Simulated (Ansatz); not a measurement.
## GaN: band gap against strain

GaN (zinc blende, F-43m, 11.375 Å³/atom at rest) under an equal strain ε in the (001) plane with the normal axis free, as in a coherent film. r2SCAN in Ansatz, a plane-wave DFT program (PAW, default set), 500 eV, 13×13×13 Γ-centred mesh, Fermi-Dirac smearing 0.05 eV; ions are relaxed within the symmetry of each cell. Gaps are the smallest over the k-mesh and a band path, without spin-orbit coupling; in all rows the valence edge lies at Γ and the conduction edge at Γ.

Here s stands for strain and Eg for gap.

| strain (%) | gap (eV) |
|---|---|
| 0.00 | 2.168 |
| 0.50 | 2.105 |
| 1.00 | 2.044 |
| 1.50 | 1.985 |
| 3.00 | ? |

Q: Fit Eg against s with a straight line, and predict the withheld value at s = 3.00.

A: Means: s 0.75000, Eg 2.0755. About the means, the sum of products is -0.15250 and the sum of squares of s is 1.2500; the slope is their ratio. Least squares gives Eg = 2.1670 - 0.12200·s. Residuals (row less fit): 0.0010, -0.0010, -0.0010, 0.0010; standard error 0.0014 (degrees of freedom: 2). Over these rows the gap moves by -12 ± 0.1 eV per unit strain. At the withheld row, Eg = 2.1670 - 0.12200 × 3.0 = 1.8010 eV. The calculation gives 1.815 eV, 0.0140 eV above the prediction (4.0 % of the range of Eg in the table). The row lies outside the fitted rows, so this is an extrapolation. From the scatter of the fitted rows alone, a prediction at this place has a standard error of 0.0033 eV, so the miss is 4.2 times that.

One order more, fitted to all 7 runs of the series, follows each within 0.001, so the miss is the next term of a smooth law. GaN is here a metastable form; wurtzite is the usual one. Rows are the converged runs of the series near zero and its far end; series whose fitted rows scatter by over a few per cent of the range, as at a crossing or softening among them, aren't shown in this form. Most that stay on the fit to the last digits aren't either.
